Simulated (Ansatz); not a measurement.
Effect of electrons 7.0×10^21 cm⁻³ on KTaO3

Take KTaO3 in the cubic perovskite structure (space group Pm-3m, No. 221; a = 3.9901 Å) as the base.

It is then changed as follows: 0.445 electrons added to each cell, a density of 7.0×10^21 cm⁻³, with a uniform compensating background at fixed cell and a 300 K Fermi–Dirac width.

All numbers come from Ansatz (a first-principles code) r2SCAN, no spin-orbit coupling. k-mesh 12×12×12 (Γ-centred); smearing 0.0259 eV (Fermi–Dirac).

The gap between the host's bands rises by 0.38 eV to 3.01 eV and the gap character is still indirect, R → Γ. The Fermi level relative to the doped band's edge (positive inside the band; to 0.05 eV) is +0.80 eV.

Charged cell with a jellium background: band edges are those of the host's band count, energies are not comparable with the neutral cell, and many-body gap narrowing is missing. Spin-orbit coupling, missing from the scalar runs, can matter with Ta. Whether these cells are dynamically stable was not tested.
